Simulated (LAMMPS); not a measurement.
MD of TiO2 (rutile) at zero pressure over temperature, 576 atoms; each row names its start.

Method: classical MD, Buckingham potential of Matsui and Akaogi, Mol. Simul. 6, 239 (1991), as tabulated by Reinhardt, J. Chem. Phys. 151, 064505 (2019), used with rigid ions (no shells), PPPM sums, short-range terms cut at 10 Å, modified for these runs by an r^-4 repulsive force inside the short-range force's maximum (LAMMPS).

| T (K), start | state | volume | enthalpy | first peak of g(r), O-Ti | coordination number of O by Ti | D(O) | D(Ti) |
|---|---|---|---|---|---|---|---|
| 100, crystal | crystal; no diffusion seen in 21 ps | 10.1485 ± 0.0002 Å³/atom | -13.2341 ± 0.0001 eV/atom | 1.94 Å, height 23.6 | 3.00 (counted to 2.62 Å) | - | - |
| 200, crystal | crystal; no diffusion seen in 21 ps | 10.1721 ± 0.0002 Å³/atom | -13.2082 ± 0.0001 eV/atom | 1.95 Å, height 18.7 | 3.00 (counted to 2.66 Å) | - | - |
| 300, crystal | crystal; no diffusion seen in 21 ps | 10.1951 ± 0.0004 Å³/atom | -13.1819 ± 0.0001 eV/atom | 1.95 Å, height 16.0 | 3.00 (counted to 2.62 Å) | - | - |
| 940, crystal | crystal; no diffusion seen in 21 ps | 10.355 ± 0.001 Å³/atom | -13.0127 ± 0.0008 eV/atom | 1.95 Å, height 9.0 | 3.00 (counted to 2.62 Å) | - | - |
| 1260, crystal | crystal; no diffusion seen in 21 ps | 10.446 ± 0.001 Å³/atom | -12.9245 ± 0.0008 eV/atom | 1.94 Å, height 8.0 | 3.00 (counted to 2.62 Å) | - | - |
| 1580, crystal | crystal; no diffusion seen in 21 ps | 10.539 ± 0.002 Å³/atom | -12.837 ± 0.001 eV/atom | 1.95 Å, height 7.3 | 3.00 (counted to 2.70 Å) | - | - |
| 1890, crystal | crystal; no diffusion seen in 21 ps | 10.638 ± 0.002 Å³/atom | -12.749 ± 0.001 eV/atom | 1.94 Å, height 6.5 | 3.00 (counted to 2.70 Å) | - | - |
| 2200, crystal | crystal; no diffusion seen in 21 ps | 10.748 ± 0.002 Å³/atom | -12.658 ± 0.001 eV/atom | 1.94 Å, height 6.1 | 3.00 (counted to 2.70 Å) | - | - |
| 2520, crystal | crystal; no diffusion seen in 21 ps | 10.865 ± 0.002 Å³/atom | -12.5634 ± 0.0005 eV/atom | 1.94 Å, height 5.5 | 3.00 (counted to 2.70 Å) | - | - |
| 1160, melt | slow or partial motion within 42 ps, no clear phase | 11.25 ± 0.03 Å³/atom | -12.691 ± 0.004 eV/atom | 1.93 Å, height 6.9 | 3.06 (counted to 2.74 Å) | - | - |
| 1470, melt | slow or partial motion within 42 ps, no clear phase | 11.20 ± 0.03 Å³/atom | -12.610 ± 0.003 eV/atom | 1.93 Å, height 6.1 | 3.05 (counted to 2.70 Å) | - | - |
| 1680, melt | liquid | 11.266 ± 0.008 Å³/atom | -12.549 ± 0.003 eV/atom | 1.93 Å, height 5.8 | 3.02 (counted to 2.66 Å) | (2.3 ± 0.3) × 10^-6 cm²/s | (1.6 ± 0.2) × 10^-6 cm²/s |
| 1890, melt | liquid | 11.44 ± 0.02 Å³/atom | -12.472 ± 0.002 eV/atom | 1.92 Å, height 5.7 | 3.06 (counted to 2.74 Å) | (7.9 ± 0.4) × 10^-6 cm²/s | (3.9 ± 0.3) × 10^-6 cm²/s |
| 2100, melt | liquid | 11.65 ± 0.04 Å³/atom | -12.386 ± 0.003 eV/atom | 1.92 Å, height 5.6 | 3.08 (counted to 2.82 Å) | (1.51 ± 0.03) × 10^-5 cm²/s | (8.1 ± 0.7) × 10^-6 cm²/s |
| 2310, melt | liquid | 11.92 ± 0.02 Å³/atom | -12.303 ± 0.002 eV/atom | 1.91 Å, height 5.5 | 2.98 (counted to 2.74 Å) | (2.22 ± 0.08) × 10^-5 cm²/s | (1.07 ± 0.07) × 10^-5 cm²/s |
| 2620, melt | liquid | 12.33 ± 0.03 Å³/atom | -12.1845 ± 0.0009 eV/atom | 1.91 Å, height 5.0 | 2.91 (counted to 2.74 Å) | (4.3 ± 0.2) × 10^-5 cm²/s | (2.6 ± 0.2) × 10^-5 cm²/s |
| 2940, melt | liquid | 12.77 ± 0.04 Å³/atom | -12.062 ± 0.004 eV/atom | 1.90 Å, height 5.0 | 3.02 (counted to 2.90 Å) | (7.1 ± 0.6) × 10^-5 cm²/s | (4.1 ± 0.3) × 10^-5 cm²/s |
| 3360, melt | liquid | 13.45 ± 0.04 Å³/atom | -11.903 ± 0.003 eV/atom | 1.89 Å, height 4.9 | 2.92 (counted to 2.90 Å) | (9.6 ± 0.6) × 10^-5 cm²/s | (5.8 ± 0.1) × 10^-5 cm²/s |

Measured melting point: 2185 K (chemicals 1.5.2 (Python package), Misc/Physical Constants of Inorganic Compounds.csv; one source, unchecked).

Caution (rows 940, crystal; 1260, crystal; 1580, crystal; 1890, crystal; 2200, crystal; 2520, crystal; 1680, melt; 1890, melt; 2100, melt; 2310, melt; 2620, melt; 2940, melt; 3360, melt): a run this short can hold a crystal over, or a liquid under, the potential's own melting point, which these runs don't give.

Caution (row 1160, melt): enthalpy drifts during the constant-pressure average: a transition or slow ageing; fluctuation values are void.

From the crystal rows between 100 and 300 K, estimate the mean linear expansion coefficient and the heat capacity. The slope of ln V over three gives 7.6 × 10^-6 /K, and dH/dT = 3.0 kB/atom. Nuclei are classical here, so the heat capacity stays near 3 kB/atom, where a real crystal's falls off below its Debye temperature.

Fit an Arrhenius law to the diffusion of O in the liquid. ln D against 1/T from 1680 to 3360 K gives an activation energy of 1.06 eV and D0 = 0.0044 cm²/s.

Fit an Arrhenius law to the diffusion of Ti in the liquid. ln D against 1/T from 1680 to 3360 K gives an activation energy of 1.05 eV and D0 = 0.0025 cm²/s.

States go by the mean squared displacement: a species diffuses where it passes 1.5 Å², still rises and gives D over 1e-6 cm²/s; a crystal has left its structure where atoms lie 0.35 Å off their sites on average or a cubic box changes its shape by 3 %, or the axial ratios of another lie 8 % off the starting cell's, which the potential's own relaxation can also do.

Errors of D are the spread over four groups of atoms in one short run; a floor of about 5 %, a picked value, is safer.

Errors shown are sampling errors alone.
